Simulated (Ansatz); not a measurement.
HfPt3 (Pm-3m, No. 221, 4 atoms in the cell; start mp-1018054) was calculated with r²SCAN (plane waves, PAW; Ansatz, an electronic-structure program).

Numerical settings: plane-wave cutoff 560 eV, 14×14×14 k mesh, Fermi–Dirac smearing 0.05 eV, scalar-relativistic PAW data made under PBE.

Cell (relaxed at this level):

```xyz
4
Lattice="4.0068 0.0000 0.0000 0.0000 4.0068 0.0000 0.0000 0.0000 4.0068" Properties=species:S:1:pos:R:3 pbc="T T T"
Hf     0.0000     0.0000     0.0000
Pt     2.0034     2.0034     0.0000
Pt     0.0000     2.0034     2.0034
Pt     2.0034     0.0000     2.0034
```

Question: What does this level give for the bulk modulus?

Answer: 
- bulk modulus = 251 GPa

The run finds no gap.

Note: the bulk modulus is −V dP/dV from two relaxed cells at ±2 % in volume; the relaxation could not lower the start's symmetry, so the cell can be a saddle point above a distorted one.

Spin–orbit coupling is not included.

Cost on a shared machine: about 110 core-seconds (a rough figure).

A start named mp-… is a Materials Project structure, which need not be a measured phase.
